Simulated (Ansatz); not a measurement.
Data:

End structure of Pt on the 1x1 (111) surface of fcc Ni, ferromagnetic, one in a 2x2 cell, started at the site 'bridge Ni-Ni (span 2.5 Å)':

```yaml
crystal:
  lattice:
    - [4.97715, 0.00000, 0.00000]
    - [-2.48857, 4.31034, 0.00000]
    - [0.00000, 0.00000, 25.50000]
  atoms:
    - { symbol: Ni, position: [0.16667, 0.33333, 0.38155] }
    - { symbol: Ni, position: [0.16667, 0.83333, 0.38155] }
    - { symbol: Ni, position: [0.66667, 0.33333, 0.38155] }
    - { symbol: Ni, position: [0.66667, 0.83333, 0.38155] }
    - { symbol: Ni, position: [0.33333, 0.16667, 0.46024] }
    - { symbol: Ni, position: [0.33333, 0.66667, 0.46024] }
    - { symbol: Ni, position: [0.83333, 0.16667, 0.46024] }
    - { symbol: Ni, position: [0.83333, 0.66667, 0.46024] }
    - { symbol: Ni, position: [0.99828, 0.99914, 0.53992] }
    - { symbol: Ni, position: [0.99991, 0.49995, 0.53962] }
    - { symbol: Ni, position: [0.50081, 0.99908, 0.53995] }
    - { symbol: Ni, position: [0.50081, 0.50173, 0.53995] }
    - { symbol: Ni, position: [0.16273, 0.33715, 0.61857] }
    - { symbol: Ni, position: [0.16273, 0.82557, 0.61857] }
    - { symbol: Ni, position: [0.67422, 0.33711, 0.61862] }
    - { symbol: Ni, position: [0.66677, 0.83339, 0.62165] }
    - { symbol: Pt, position: [0.33304, 0.16652, 0.69374] }
```

Model: 17-atom slab, 6.0 Å thick at the start under the adsorbate (thin: gaps and levels are the slab's own), 7x7x1 mesh, Fermi-Dirac 0.1 eV, dipole correction, 8 atoms held, the rest relaxed; start symmetry kept, larger cells not searched; spin-polarised, no spin-orbit, no U, no dispersion correction. At the end it is bonded to 3 Ni. In PBE it is, or lies within 0.03 eV of, the lowest of the starts that converged.

A negative adsorption energy means that the adsorbate is more stable on the surface than in its reference.

What change of the step from the bottom to the top vacuum level, against the clean slab does Ansatz (an electronic-structure program) with PBE give?

-0.63 eV

Give the work function of the top face at the level PBE.

4.44 eV

Estimate the adsorption energy against an atom of fcc Pt that PBE returns for this input.

0.98 eV

Estimate the change of the work function that PBE returns for this input.

-0.64 eV
